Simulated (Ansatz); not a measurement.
CsCl-type PdIn, treated with PBE-D4 in Ansatz (PAW).

Settings: plane-wave cutoff 500 eV, 18×18×18 k mesh, Fermi–Dirac smearing 0.1 eV, scalar-relativistic PAW data made under PBE.

Computed at the level's own relaxed cell.

Question: Give the computed equilibrium volume per atom and lattice parameter a.

Answer: 
- equilibrium volume per atom = 17.46 Å³/atom
- lattice parameter a = 3.268 Å

Spin–orbit coupling is not included.

Computed values are for the static lattice.

Computing time: very roughly 24 core-seconds.

Ansatz is a first-principles code.
